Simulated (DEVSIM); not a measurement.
Structure: Si p+/n-/n+ power diode, at 250 K.

| layer (left to right) | material | thickness (μm) | Nd (cm⁻³) | Na (cm⁻³) | τn (s) | τp (s) |
|---|---|---|---|---|---|---|
| 1 | Si | 2.10 | - | 2.7e18 | 1.2e-5 | 1.2e-5 |
| 2 | Si | 42.0 | 6.6e15 | - | 1.2e-5 | 1.2e-5 |
| 3 | Si | 1.90 | 1.4e18 | - | 1.2e-5 | 1.2e-5 |

Left contact: ohmic. Right contact: ohmic. Voltage is applied to the left contact. Recombination: SRH at mid-gap, Auger. Mobility is μmin + (μ − μmin)/(1 + (N/Nref)^α).

Constants are typed, rounded textbook-type inputs, not results; the design itself was drawn at random and stands for no fabricated device. Values at 300 K; Nc and Nv go as T^1.5, mobilities as T to minus their exponent, the gap by Varshni's rule with the affinity fixed.

```tsv
parameter	Si
gap (eV)	1.124
affinity (eV)	4.05
permittivity	11.7
Nc (cm⁻³)	2.86e19
Nv (cm⁻³)	3.1e19
μn (cm²/Vs)	1417
μp (cm²/Vs)	470
μn,min	52
μp,min	45
Nref,n	9.7e16
Nref,p	2.2e17
αn	0.68
αp	0.72
T exponent of μn	2.3
T exponent of μp	2.2
Cn (cm⁶/s)	2.8e-31
Cp (cm⁶/s)	9.9e-32
Varshni α (eV/K)	0.000473
Varshni β (K)	636
```

DEVSIM, 1D drift-diffusion, Boltzmann statistics, complete ionisation; no tunnelling, impact ionisation, image-force lowering or self-heating.

Base results: dark forward voltage at 100 A/cm² (V) 0.932; dark forward voltage at 1 A/cm² (V) 0.815; potential step across the device at zero bias (V) 1.030.

Q: What follows from this one change: thickness of layer 1 2.1 → 3.6 μm?

A: dark forward voltage at 100 A/cm² 0.932 → 0.937 V; dark forward voltage at 1 A/cm² little changed (0.818 V); potential step across the device at zero bias little changed (1.030 V).

Q: What follows from this one change: doping Nd of layer 3 1.4e+18 → 4.2e+17 cm^-3?

A: dark forward voltage at 100 A/cm² 0.932 → 0.920 V; dark forward voltage at 1 A/cm² 0.815 → 0.796 V; potential step across the device at zero bias 1.030 → 1.004 V.

Q: What follows from this one change: minority lifetime in layer 2 1.2e-05 → 3.6e-06 s?

A: dark forward voltage at 100 A/cm² little changed (0.931 V); dark forward voltage at 1 A/cm² 0.815 → 0.808 V; potential step across the device at zero bias little changed (1.030 V).

Q: What follows from this one change: constant mobility in place of the doping-dependent one?

A: dark forward voltage at 100 A/cm² 0.932 → 0.900 V; dark forward voltage at 1 A/cm² 0.815 → 0.785 V; potential step across the device at zero bias little changed (1.030 V).
